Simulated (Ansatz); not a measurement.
```yaml
crystal:
  lattice:
    - [0.00000, 3.23022, 3.23022]
    - [3.23022, 0.00000, 3.23022]
    - [3.23022, 3.23022, 0.00000]
  atoms:
    - { symbol: Na, position: [0.00000, 0.00000, 0.00000] }
    - { symbol: I, position: [0.50000, 0.50000, 0.50000] }
```

Spin-orbit coupling is not included.

Problem. List the harmonic phonon frequencies (cm⁻¹; finite displacements on a 6×6×6 mesh, DFT at the r2SCAN level (Ansatz, an electronic-structure program), k mesh 6×6×6) at q = (0.000, 0.167, 0.333), (0.000, 0.000, 0.167), (0.000, 0.167, -0.333), in fractions of this cell's reciprocal vectors. At Γ leave out the LO-TO shift.

Solution. 
- (0.000, 0.167, 0.333): 38, 44, 66, 116, 117, 154
- (0.000, 0.000, 0.167): 26, 26, 39, 115, 115, 172
- (0.000, 0.167, -0.333): 50, 53, 73, 112, 119, 158
